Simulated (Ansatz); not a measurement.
Volume per atom (Å³/atom) of solids drawn from the class of silicides and borides, at two levels: PBE (Ansatz, an electronic-structure program, PAW), and PBE-D3(BJ) (Ansatz, plane waves, PAW).

```csv
solid,PBE,PBE-D3(BJ)
C11b WSi2,13.67,13.25
AlB2-type HfB2,9.96,9.72
AlB2-type MgB2,9.62,9.30
AlB2-type TiB2,8.56,?
C11b MoSi2,13.58,13.13
AlB2-type ZrB2,10.28,10.02
```

Task: Estimate the withheld PBE-D3(BJ) value from the other rows.

Result: One way: carry over the typical ratio. The ratios PBE-D3(BJ) / PBE of the other rows, in order: 0.9667, 0.9669, 0.9693, 0.9747, 0.9759; median 0.9693. AlB2-type TiB2: 8.56 × 0.9693 = 8.30 Å³/atom; the run gives 8.29 Å³/atom. The ratios spread from 0.9667 to 0.9759.

Over all 6 rows PBE-D3(BJ) is the larger in 0.

Ansatz's runs of these crystals have no spin polarisation.

Spin–orbit coupling is left out, also for the solids with elements from indium on (C11b WSi2, AlB2-type HfB2); its size isn't shown.

Ansatz's density-functional and Hartree–Fock values are scalar-relativistic unless marked +SOC, with PAW data made under PBE.
